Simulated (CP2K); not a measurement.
Band structure of CaO (Fm-3m, 2 atoms in the cell).

```xyz
2
Lattice="3.4012 0.0000 0.0000 1.7006 2.9455 0.0000 1.7006 0.9818 2.7771" Properties=species:S:1:pos:R:3 pbc="T T T"
Ca     0.0000     0.0000     0.0000
O      3.4012     1.9637     1.3885
```

Level of theory: PBE, GPW, DZVP-MOLOPT-SR-GTH basis, GTH-PBE potentials (GTH_POTENTIALS) (CP2K).

Settings: CUTOFF = 500 Ry; REL_CUTOFF = 50 Ry; SMEAR/METHOD = FERMI_DIRAC; ELECTRONIC_TEMPERATURE = 580.23 K; KPOINTS/SCHEME = MONKHORST-PACK 12 12 12; GAMMA_CENTERED = T; XC_FUNCTIONAL = PBE; Ca/BASIS_SET = DZVP-MOLOPT-SR-GTH; Ca/POTENTIAL = GTH-PBE-q10; O/BASIS_SET = DZVP-MOLOPT-SR-GTH; O/POTENTIAL = GTH-PBE-q6; METHOD = GPW; EPS_DEFAULT = 1e-11; EXTRAPOLATION = USE_GUESS.

The starting cell has typed, rounded lattice constants, without a prior relaxation at this level. Values carry the incompleteness of an atom-centred basis.

Question: Predict the gap along the standard path and the places of the band edges.

Answer: The gap along the path is 3.55 eV, from Γ to X; the smallest direct gap on it is 3.95 eV.

Levels in eV from the top of the valence band on the SCF mesh, bands 5 to 9:
```json
[
 {"point": "Γ", "5": "-15.56", "6": "0.00", "7": "0.00", "8": "0.00", "9": "4.80"},
 {"point": "X", "5": "-15.32", "6": "-1.40", "7": "-0.41", "8": "-0.41", "9": "3.55"},
 {"point": "W", "5": "-14.97", "6": "-1.34", "7": "-1.14", "8": "-1.14", "9": "6.30"},
 {"point": "K", "5": "-14.99", "6": "-1.39", "7": "-1.30", "8": "-0.83", "9": "5.14"},
 {"point": "L", "5": "-14.42", "6": "-2.65", "7": "-1.25", "8": "-1.25", "9": "7.30"},
 {"point": "U", "5": "-14.99", "6": "-1.39", "7": "-1.30", "8": "-0.83", "9": "5.14"}
]
```

Higher empty bands are left out: an atom-centred basis made for the valence describes them poorly.
